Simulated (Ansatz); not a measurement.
The parent structure is ZrC in the rock salt structure (space group Fm-3m, No. 225; a = 4.709 Å).

Structures relaxed with Ansatz (a program for electronic structure) PBE, without spin-orbit coupling.

Base:

Simulated powder pattern, Cu Kα1, λ = 1.54056 Å (kinematic, ideal powder, no thermal factors, no anomalous dispersion; the 8 strongest lines at most, above 2 %, up to 2θ = 90°):

```json
[
 {"2θ (°)": "32.92", "I/Imax (%)": "100", "hkl": "(111)"},
 {"2θ (°)": "38.19", "I/Imax (%)": "79", "hkl": "(200)"},
 {"2θ (°)": "55.12", "I/Imax (%)": "52", "hkl": "(220)"},
 {"2θ (°)": "65.71", "I/Imax (%)": "42", "hkl": "(311)"},
 {"2θ (°)": "69.04", "I/Imax (%)": "17", "hkl": "(222)"},
 {"2θ (°)": "81.74", "I/Imax (%)": "8.1", "hkl": "(400)"}
]
```

Now apply this change: cell and atoms relaxed at a pressure of 22.5 GPa.

Q: Predict the new powder pattern.

A: 
Simulated powder pattern, Cu Kα1, λ = 1.54056 Å (kinematic, ideal powder, no thermal factors, no anomalous dispersion; the 8 strongest lines at most, above 2 %, up to 2θ = 90°):

| 2θ (°) | I/Imax (%) | hkl |
|---|---|---|
| 33.90 | 100 | (111) |
| 39.34 | 78 | (200) |
| 56.85 | 51 | (220) |
| 67.86 | 42 | (311) |
| 71.33 | 17 | (222) |
| 84.63 | 8.1 | (400) |

The indices refer to the base's conventional cell; one index is shown for lines that coincide.

Load acts through the strain it causes; cell and atoms are relaxed under it. No phonon test of stability was made. Competing high-pressure phases were not computed. All final runs are without spin polarisation.
